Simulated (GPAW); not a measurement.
Several settings converged on Au (Fm-3m, 1 atom in the cell)

```xyz
1
Lattice="0.0000 2.0339 2.0339 2.0339 0.0000 2.0339 2.0339 2.0339 0.0000" Properties=species:S:1:pos:R:3 pbc="T T T"
Au     0.0000     0.0000     0.0000
```

Base method: PBEsol, GPAW PAW datasets PBEsol (made by gpaw-setup) (plane waves; GPAW).

Base settings: mode = pw; ecut = 600 eV; xc = PBEsol; kpts = 12 12 12; mesh shift (steps) = 0 0 0; occupations.name = fermi-dirac; occupations.width = 0.1 eV; nbands = -7; convergence.forces = 0.001 eV/Å; symmetry.symmorphic = false.

The count of work is k-points × plane waves × bands × iterations; it is no time. 

**Shifted k-point meshes**

In this ladder: kpts_shift = 0.5 0.5 0.5.

Only quantities that move along the ladder and can be compared are tabulated.

| kpts | free energy less the last step's (meV/atom) | pressure (GPa) | count of work / last |
|---|---|---|---|
| 2 2 2 | 633.41 | 12.32 | 0.0018 |
| 4 4 4 | 59.57 | 6.95 | 0.0069 |
| 6 6 6 | 11.45 | 5.05 | 0.021 |
| 8 8 8 | -1.20 | 4.89 | 0.055 |
| 10 10 10 | -1.23 | 5.02 | 0.092 |
| 12 12 12 | -0.31 | 5.05 | 0.13 |
| 15 15 15 | -0.41 | 5.03 | 0.31 |
| 18 18 18 | -0.10 | 5.00 | 0.48 |
| 24 24 24 | 0.00 | 5.01 | 1.0 |

Coarsest kpts that holds the pressure within 1 GPa of the last step, with all finer ones: 6 6 6, at 0.021 of the last step's count of work; the step before is off by 1.9 GPa.

Coarsest kpts that holds the free energy within 2 meV/atom of the last step, with all finer ones: 8 8 8, at 0.055 of the last step's count of work; the step before is off by 11 meV/atom.

**The width of Fermi-Dirac smearing**

In this ladder: kpts = 20 20 20.

Narrow widths need finer meshes than wide ones, so the last steps can hold mesh noise.

Only quantities that move along the ladder and can be compared are tabulated; pressure and forces are left out, as mesh noise rules them at narrow widths.

```tsv
occupations.width	free energy less the last step's (meV/atom)	energy extrapolated to zero width less the last step's (meV/atom)
1 eV	-657.33	128.31
0.5 eV	-125.53	18.84
0.3 eV	-40.47	1.55
0.2 eV	-17.11	0.06
0.1 eV	-3.44	0.00
0.05 eV	0.00	0.00
```

Widest occupations.width that holds the free energy within 5 meV/atom: not settled: the last two steps still differ by 3.4 meV/atom, over half the tolerance, so the ladder does not show it.

Widest occupations.width that holds the energy extrapolated to zero width within 0.5 meV/atom of the last step, with all finer ones: 0.2 eV; the step before is off by 1.6 meV/atom.

The extrapolation to zero width removes most of the smearing's effect on the energy.

**The mesh under tetrahedron occupations**

In this ladder: occupations.name = improved-tetrahedron-method; occupations.width = default.

Only quantities that move along the ladder and can be compared are tabulated.

```csv
kpts,free energy less the last step's (meV/atom),pressure (GPa),count of work / last
6 6 6,19.22,4.65,0.020
7 7 7,-15.68,4.89,0.024
9 9 9,-5.12,4.92,0.061
11 11 11,-1.57,4.99,0.067
14 14 14,-0.19,4.98,0.14
17 17 17,0.16,4.95,0.18
21 21 21,0.28,4.96,0.31
26 26 26,-0.02,4.96,0.57
32 32 32,0.00,4.96,1.0
```

Coarsest kpts that holds the free energy within 0.5 meV/atom of the last step, with all finer ones: 14 14 14, at 0.14 of the last step's count of work; the step before is off by 1.6 meV/atom.

Coarsest kpts that holds the pressure within 0.1 GPa of the last step, with all finer ones: 7 7 7, at 0.024 of the last step's count of work; the step before is off by 0.31 GPa.

On the base run: the starting cell has typed, rounded lattice constants, without a prior relaxation at this level. Its lattice was rescaled by up to half a per cent. In the base run, with a pressure of about 5 GPa the cell is away from its equilibrium volume at this level.

Left out of this page: 2 runs of the series outside the window shown, repeating another row's setting, or not comparable.
